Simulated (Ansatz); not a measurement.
## How the band gap of HfO₂ (model structure, from the CdI2 type, P-3m1, No. 164) moves with the method

No measured value is used here.

```
level (code)              value (eV)
-------------------  ---------------
LDA (Ansatz)                    4.32
PBEsol+SOC (Ansatz)  4.40 (indirect)
r²SCAN+SOC (Ansatz)  4.97 (indirect)
HSE06+SOC (Ansatz)   6.10 (indirect)
PBE0 (Ansatz)                    ___
```

**Question.** Some entries are withheld; supply them.

**Answer.** 
- PBE0 (Ansatz, an electronic-structure program), value (eV): 6.87

Computed values are for a static lattice. Levels without +SOC have no spin–orbit coupling; where heavier elements are present it shifts gaps, mostly down, and can invert bands.  Values are at the PBE-D3(BJ) cell. Cutoffs and k meshes differ between the levels. Ansatz's density-functional and Hartree–Fock values are scalar-relativistic unless marked +SOC, with PAW data made under PBE.

A model structure was made by putting elements into a prototype or built by hand; it is no filed structure, need not be a known phase, and can be a saddle point held by its symmetry.
